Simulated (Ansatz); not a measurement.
The parent structure is PtSe$_{2}$ in the CdI2 type structure (space group P-3m1, No. 164; a = 3.772 Å, c = 4.821 Å; layered; relaxed with 0.1 eV smearing).

Level of theory: Ansatz (a program for electronic structure), PBE-D3(BJ), PAW, cutoff 420 eV, scalar-relativistic without spin-orbit coupling.

For the base:

The pressure is 0.0 GPa and the band gap is zero.

Now apply this change: every lattice vector is shortened by 1.00 %; the atoms relax in the strained cell.

**Question.** How does this affect the pressure, largest internal atomic displacement, energy relative to the base and band gap?

**Answer.** The pressure (mean of the normal stresses, compression positive) goes from zero to 2.7 GPa; the largest internal atomic displacement comes out as 0.025 Å; the energy increases by 4.7 meV/atom; the band gap stays zero.

No phonon test of stability was made. The final runs are not spin-polarised. The zero or small gap of PtSe2 can change with the level of theory.
